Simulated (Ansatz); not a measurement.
Band structure of AlAg2 (Cmcm, 6 atoms in the cell).

```
CELL_PARAMETERS angstrom
      4.38055    -2.48456     0.00000
      4.38055     2.48456     0.00000
      0.00000     0.00000     4.61145
ATOMIC_POSITIONS crystal
  Al 0.82247 0.17753 0.75000
  Al 0.17753 0.82247 0.25000
  Ag 0.47566 0.84634 0.75000
  Ag 0.52434 0.15366 0.25000
  Ag 0.84634 0.47566 0.25000
  Ag 0.15366 0.52434 0.75000
```

Computed with PBEsol, PAW files made with PBE (plane waves; Ansatz, a first-principles code).

Settings: basis.ecutwfc = 420 eV; kpoints.mp_grid.grid = 6 6 5; hamiltonian.xc = pbesol; hamiltonian.pseudopotentials = {kind: paw} (the program's default PAW files); scf.occupations.method = fermi_dirac; scf.occupations.width = 0.1 eV; kpoints.band_path.npoints = 8.

The starting cell comes from a database of computed structures (which also holds hypothetical and non-ambient phases and stackings), without a prior relaxation at this level. Its lattice was rescaled by a random factor within 2.5 % of one.

Levels in eV from the Fermi level, bands 38 to 45:
```tsv
point	38	39	40	41	42	43	44	45
Γ	-2.34	-0.65	-0.62	0.43	0.52	0.68	1.32	1.62
X	-3.81	-3.71	0.64	1.01	1.91	2.11	2.51	2.53
S	-3.99	-2.18	-1.14	0.67	0.97	1.22	2.14	4.37
R	-3.77	-3.13	-3.13	-1.53	-1.53	1.65	1.65	6.79
A	-3.64	-3.03	-3.03	-3.03	-3.03	4.64	4.64	4.81
Z	-3.90	0.70	0.70	1.62	1.62	1.73	1.73	2.44
Y	-3.67	-2.30	-1.00	0.35	0.71	1.24	3.12	3.69
X1	-3.81	-3.71	0.64	1.01	1.91	2.11	2.51	2.53
A1	-3.64	-3.03	-3.03	-3.03	-3.03	4.64	4.64	4.81
T	-3.58	-3.33	-3.33	-1.17	-1.17	1.28	1.28	7.06
```

Bands cross the Fermi level along this path, so the cell is metallic at this level.

Keys are those of Ansatz 0.2.
